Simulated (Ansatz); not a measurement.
LuAlN2 (model structure, started from the ScAlN2 type, P3m1, No. 156, 4 atoms in the cell)

All values below come from LDA in Ansatz (PAW).

Run with plane-wave cutoff 520 eV, 12×12×6 k mesh (along the axes of the cell as run), Fermi–Dirac smearing 0.01 eV, scalar-relativistic PAW data made under PBE.

Cell (relaxed at this level):

Space group P3m1 (No. 156); a = b = 3.366 Å, c = 5.299 Å, α = β = 90.00°, γ = 120.00°

| atom | site | symmetry | x | y | z |
|---|---|---|---|---|---|
| Lu | 1b | 3m. | 0.3333 | 0.6667 | 0.9949 |
| N | 1b | 3m. | 0.3333 | 0.6667 | 0.4138 |
| Al | 1c | 3m. | 0.6667 | 0.3333 | 0.5060 |
| N | 1c | 3m. | 0.6667 | 0.3333 | 0.8552 |

```
Property                           Result
------------  ---------------------------
band gap      2.30 eV (on the SCF k mesh)
Γ–Γ gap                           3.04 eV
bulk modulus                      160 GPa
```

Note: the bulk modulus is −V dP/dV from two relaxed cells at ±2 % in volume; the relaxation could raise the start's symmetry but not lower it, so the cell can be a saddle point.

Spin–orbit coupling is not included.

The computed numbers hold no vibrational or temperature effects.

A model structure was made by putting elements into a prototype or built by hand; it is no filed structure, need not be a known phase, and can be a saddle point held by its symmetry.

Ansatz is an electronic-structure program.
